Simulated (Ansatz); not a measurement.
An Ansatz (an electronic-structure program) run: Sc with a change (x(Ca) = 0.625, 8 atoms, Fmm2); Ansatz, r2SCAN, PAW, cutoff 500 eV, spin-orbit coupling left out.

Input:

Ansatz 0.2 input:
```yaml
crystal:
  lattice:
    - [0, 6.0733007723, 6.3177590279]
    - [3.5934801441, 0, 6.3177590279]
    - [3.5934801441, 6.0733007723, 0]
  atoms:
    - { symbol: Sc, position: [0.4636685589, 0.9496052373, 0.5363314411] }
    - { symbol: Ca, position: [0.4537429497, 0.4537429497, 0.5462570503] }
    - { symbol: Sc, position: [0.9537719476, 0.9537719476, 0.0462280524] }
    - { symbol: Sc, position: [0.9496052373, 0.4636685589, 0.0503947627] }
    - { symbol: Ca, position: [0.5465747989, 0.5465747989, 0.9534252011] }
    - { symbol: Ca, position: [0.5528706131, 0.0331910957, 0.9668089043] }
    - { symbol: Ca, position: [0.0331910957, 0.5528706131, 0.4471293869] }
    - { symbol: Ca, position: [0.0465747989, 0.0465747989, 0.4534252011] }
basis: { ecutwfc: 500, ecutrho_ratio: 4, xc_grid: 4, fft_grid_basis: typed }
kpoints: { mp_grid: { grid: [9, 9, 9] } }
hamiltonian:
  xc: r2scan
  dispersion: none
  pseudopotentials: { kind: paw }
scf: { occupations: { method: fermi_dirac, width: 0.05 }, convergence: { dr2_threshold: 0.0000000008 } }
output: { forces: true, stress: true }
checkpoint: { write: state.ck, write_every: 1000 }
```

Output (explanatory and most iteration lines left out):

```
Pseudopotential: Sc, paw, valence charge 11
Pseudopotential: Ca, paw, valence charge 10
Crystal: 8 atoms, lattice volume = 275.761 Å³
Basis set: ecut = 500 eV, 7013 PW (Γ), exchange–correlation on 256×216×216 points (64 copies of the dense FFT grid, shifted against one another)
Bands: 50, of which v1, the nominal top of the filled ones, is band 42 counted from 1 (41 counted from 0)
Symmetry: 4 space group operations
Space group: Fmm2 (ITA 42), of the structure as read, at distance tolerance 6.5e-5 Å
k-points: 125 of 729 (time reversal used)
Functional: x = r2scan, c = r2scan; τ floored in thin density (d = 2e-4 eV/Å³)
SCF iter   1: F=—  HF=-15527.928531 eV  |F-HF|=—  |Δ(HF+E_count)|=         —  Δρ=9.91e-3  dr2=3.88e-1  dr2_τ=1.59e-2  ethr=1.77e-3  ⟨swp⟩=12.3  Hψ=33066  notcnv=0
SCF iter   2: F=—  HF=-15528.051458 eV  |F-HF|=—  |Δ(HF+E_count)|=   1.23e-1  Δρ=4.18e-3  dr2=9.84e-2  dr2_τ=4.67e-3  ethr=4.67e-4  ⟨swp⟩=4.2  Hψ=14131  notcnv=0
SCF 1 converged in 12 iterations: F = -15528.044639 eV  dr2 = 5.81e-11
SCF converged after 12 iterations
Free energy (F): -15528.044639 eV
Internal energy: -15527.895052 eV  (E = F + TS)
E sigma→0 (E₀):  -15527.969846 eV
Entropy (-TS):   -0.149587 eV (-18.698 meV/atom)
Fermi energy:    6.334526 eV
--- Forces (eV/Å), atoms counted from 1 ---
  atom   1  Sc    -0.00171397    -0.00000000     0.00056982
  atom   2  Ca     0.00000000    -0.00000000     0.00151659
  atom   3  Sc     0.00000000    -0.00000000    -0.00005044
  atom   4  Sc     0.00171397    -0.00000000     0.00056982
  atom   5  Ca    -0.00000000     0.00000000    -0.00059117
  atom   6  Ca    -0.00000000     0.00056570    -0.00071322
  atom   7  Ca    -0.00000000    -0.00056570    -0.00071322
  atom   8  Ca     0.00000000     0.00000000    -0.00059117
--- Stress (GPa, compression-positive) ---
       -0.012331       0.000000      -0.000000
        0.000000      -0.001549       0.000000
       -0.000000       0.000000      -0.002893
  P = ⅓ Tr σ = -0.0056 GPa (-0.056 kbar)
```

These are small ordered cells, not random alloys; other orderings at the same x differ. Whether these cells are dynamically stable was not tested. All final runs are without spin polarisation. An odd electron count without spin: Ca5Sc3. The cell was made from Sc by this change: x(Ca) = 0.625, 8 atoms, Fmm2. Ca5Sc3 has a high density of states at the Fermi level and may be magnetic at this level.
